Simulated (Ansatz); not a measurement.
For CsCl-type CoAl, RPBE (PAW; Ansatz, an electronic-structure program) gives:

```
Item                                     Value
------------------------------  --------------
equilibrium lattice constant a         2.874 Å
bulk modulus                           169 GPa
cohesive energy                   4.33 eV/atom
formation enthalpy              -0.560 eV/atom
```

Question: What does r²SCAN+rVV10 (Ansatz, PAW) give for the same quantities?

Answer: 
- lattice constant a: 2.817 Å (drops by 2.0 %)
- bulk modulus: 202 GPa (goes up by 20 %)
- cohesive energy: 4.89 eV/atom (grows by 0.56 eV/atom)
- formation enthalpy: -0.538 eV/atom (moves by +0.022 eV/atom)

For comparison: lattice constant a 2.861 Å (measured, room temperature, not corrected to a static lattice; as tabulated in Yamada et al. (2019), arXiv:1910.09660); bulk modulus 162 GPa (measured, room temperature, not corrected to a static lattice; as tabulated in Yamada et al. (2019), arXiv:1910.09660); formation enthalpy -0.537 ± 0.01 eV/atom (measured, 298 K, copied from a table, unchecked, not corrected to a static lattice; as tabulated in Wang et al. (2021), doi:10.1038/s41598-021-94550-5).

Changes are worked out from the printed values.

Unless a cell is named, each level is at its own relaxed cell (RPBE 11.87, r²SCAN+rVV10 11.18 Å³/atom).

The crystal itself was run without spin with RPBE, r²SCAN+rVV10; a magnetic state was not tried in these runs.

Ansatz's density-functional and Hartree–Fock values are scalar-relativistic unless marked +SOC, with PAW data made under PBE.
